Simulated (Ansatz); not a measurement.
The parent structure is ZrSe2 in the CdI2 type structure (space group P-3m1, No. 164; a = 3.7351 Å, c = 6.0315 Å; layered, stacked along the Cartesian z axis).

Modification: an isotropic linear strain of +2.50 %; the atoms relax in the strained cell.

Calculations: PBE-D3(BJ), PAW, 420 eV (Ansatz, a first-principles code; no SOC).

### Question
Give the band edges at the high-symmetry points of the new zone, measured from its valence-band maximum.

### Answer
```json
[
 {"point": "Γ", "valence edge (eV)": "0.00", "conduction edge (eV)": "1.00"},
 {"point": "M", "valence edge (eV)": "-1.42", "conduction edge (eV)": "0.52"},
 {"point": "K", "valence edge (eV)": "-1.75", "conduction edge (eV)": "1.62"},
 {"point": "A", "valence edge (eV)": "-0.30", "conduction edge (eV)": "0.97"},
 {"point": "L", "valence edge (eV)": "-0.99", "conduction edge (eV)": "0.34"},
 {"point": "H", "valence edge (eV)": "-2.00", "conduction edge (eV)": "1.69"}
]
```

The gap is 0.34 eV, indirect, Γ → L.

Gaps are Kohn–Sham eigenvalue differences; semilocal functionals usually give less than the measured gap. Stability against distortions was not tested. All final runs are without spin polarisation.
